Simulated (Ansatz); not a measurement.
```
CELL_PARAMETERS angstrom
     -0.00084    -5.48641    -3.53618
     -0.00084     5.48641    -3.53618
      6.33423     0.00000    -3.53468
ATOMIC_POSITIONS crystal
  Zr 0.62488 0.12503 0.25009
  Zr 0.49994 0.49994 0.00011
  Zr 0.00006 0.00006 0.99989
  Zr 0.87512 0.37497 0.74991
  Hf 0.75000 0.75000 0.50000
  Zr 0.25000 0.25000 0.50000
  Zr 0.12503 0.62488 0.25009
  Zr 0.37497 0.87512 0.74991
  B  0.20702 0.04059 0.25058
  B  0.08342 0.41658 0.00000
  B  0.58342 0.91658 0.00000
  B  0.45941 0.29298 0.74942
  B  0.33455 0.66711 0.50000
  B  0.83289 0.16545 0.50000
  B  0.70884 0.54240 0.25058
  B  0.95760 0.79116 0.74942
  B  0.16545 0.83289 0.50000
  B  0.04059 0.20702 0.25058
  B  0.54240 0.70884 0.25058
  B  0.41658 0.08342 0.00000
  B  0.29298 0.45941 0.74942
  B  0.79116 0.95760 0.74942
  B  0.66711 0.33455 0.50000
  B  0.91658 0.58342 0.00000
```

The mixing enthalpy is taken against the end members in the AlB2 type type (which need not be the stable form of ZrB2 and HfB2), relaxed in the same cell and mesh.

These are PBE (plane waves to 420 eV, PAW; Ansatz, a first-principles code) values and carry that method's errors. No spin–orbit coupling. Its k-point mesh 6×6×5, Fermi–Dirac width 0.05 eV.

Question: Give the composition and order of this alloy cell, and its volume, bond lengths and mixing enthalpy.

Answer: A 24-atom cell of (Zr,Hf)B2 started in the AlB2 type structure, site fractions Zr 0.875, Hf 0.125, short-range order -0.14 in the first shell of the mixed sites (0 is random, a negative value favours unlike neighbours), space group Fmmm at the end, an ordered arrangement that its symmetry holds.
- volume per atom: 10.24 Å³
- B–Zr bonds: 2.545 Å on average, from 2.541 to 2.550 (84)
- B–Hf bonds: 2.537 Å on average, from 2.536 to 2.537 (12)
- mixing enthalpy per site of the mixed sublattice: 0 meV
- departure of the mean lattice parameter from Vegard's line: under 0.15 %, inside the noise of the relaxations
